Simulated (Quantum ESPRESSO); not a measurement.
Several settings converged on CaGa2 (P3m1, 6 atoms in the cell)

```
CaGa2
1.0
    4.46548     0.00000     0.00000
   -2.23274     3.86722     0.00000
    0.00000     0.00000     7.42460
Ca Ga
2 4
Direct
  0.00000   0.00000   0.25673
  0.00000   0.00000   0.75000
  0.33333   0.66667   0.04253
  0.66667   0.33333   0.95747
  0.66667   0.33333   0.54253
  0.33333   0.66667   0.45747
```

Base method: LDA (PZ), GBRV 1.5 ultrasoft (LDA) pseudopotentials (plane waves; Quantum ESPRESSO).

Base settings: ecutwfc = 50 Ry; ecutrho = 250 Ry; occupations = smearing; smearing = fermi-dirac; degauss = 0.0073499 Ry; potentials = {Ca: ca_lda_v1.uspp.F.UPF, Ga: ga_lda_v1.4.uspp.F.UPF}; K_POINTS = automatic 4 4 2 0 0 0; conv_thr = 1e-09 Ry.

The count of work is k-points × plane waves × bands × iterations; it is no time. Core times come from one kind of shared machine, to one figure; runs under 30 s give none.

**The k-point mesh**

Only quantities that move along the ladder and can be compared are tabulated.

```tsv
K_POINTS	free energy less the last step's (meV/atom)	pressure (GPa)	largest difference of a force vector from the last step's (eV/Å)	count of work / last	core time / last (rough)
automatic 2 2 1 0 0 0	164.95	-4.66	0.705	0.077	0.2
automatic 3 3 2 0 0 0	75.12	-4.61	0.075	0.21	0.3
automatic 4 4 2 0 0 0	7.05	-4.75	0.013	0.29	0.4
automatic 6 6 3 0 0 0	3.74	-4.57	0.014	0.61	0.5
automatic 7 7 4 0 0 0	0.00	-4.55	0.000	1.0	1
```

Coarsest K_POINTS that holds the forces within 0.02 eV/Å: not settled: the last two steps still differ by 0.014 eV/Å, over half the tolerance, so the ladder does not show it.

Coarsest K_POINTS that holds the free energy within 5 meV/atom: not settled: the last two steps still differ by 3.7 meV/atom, over half the tolerance, so the ladder does not show it.

Coarsest K_POINTS that holds the pressure within 0.1 GPa of the last step, with all finer ones: automatic 6 6 3 0 0 0; the step before is off by 0.20 GPa.

**The SCF threshold**

The mesh stays at the base's, so the ladder's end is converged at best in this setting alone.

Only quantities that move along the ladder and can be compared are tabulated.

```csv
conv_thr,pressure (GPa),largest difference of a force vector from the last step's (eV/Å),count of work / last,core time / last (rough)
0.0073 Ry,24.73,0.196,0.41,0.5
7.3e-05 Ry,-3.24,0.305,0.47,0.6
1e-09 Ry,-4.75,0.000,0.76,0.9
7.3e-14 Ry,-4.76,0.000,1.0,1
```

Coarsest conv_thr that holds the pressure within 0.05 GPa of the last step, with all finer ones: 1e-09 Ry; the step before is off by 1.5 GPa.

Coarsest conv_thr that holds the forces within 0.02 eV/Å of the last step, with all finer ones: 1e-09 Ry; the step before is off by 0.30 eV/Å.

On the base run: the starting cell comes from a database of computed structures (which also holds hypothetical and non-ambient phases and stackings), without a prior relaxation at this level. Its lattice was rescaled by up to half a per cent. One atom was moved a little off its site on purpose. In the base run, with a pressure of about -5 GPa the cell is away from its equilibrium volume at this level. Without a gap this mesh is coarse (it stands for a supercell whose shortest vector is 15 Å).
